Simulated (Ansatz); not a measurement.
Hypothetical I4_132 Ge: pressure −2 GPa

The parent structure is Ge (space group I4_132, No. 214; a = 6.8013 Å; a hypothetical phase, not in the database extracts checked).

It is then changed as follows: hydrostatic tension (pressure −2 GPa).

All numbers come from PBEsol (Ansatz, a quantum-chemistry and plane-wave program), scalar-relativistic without spin-orbit coupling. k-mesh 10×10×10 (Γ-centred); smearing 0.05 eV (Fermi–Dirac).

```tsv
quantity	base	changed	shift
volume per atom	39.33 Å³	43.31 Å³	+3.987 Å³
density	3.07 g/cm³	2.78 g/cm³	-0.282 g/cm³
shortest interatomic distance	2.405 Å	2.483 Å	+0.0787 Å
enthalpy H = E + PV relative to the base's energy	–	-0.51 eV/atom	–
band gap	zero	zero	–
```

Final structure:

```xyz
4
Lattice="-3.5119 3.5119 3.5119 3.5119 -3.5119 3.5119 3.5119 3.5119 -3.5119" Properties=species:S:1:pos:R:3 pbc="T T T"
Ge     2.6339     0.8780    -0.8780
Ge     0.8780    -0.8780     2.6339
Ge    -0.8780     2.6339     0.8780
Ge     0.8780     0.8780     0.8780
```

Load acts through the strain it causes; cell and atoms are relaxed under it. No phonon test of stability was made.
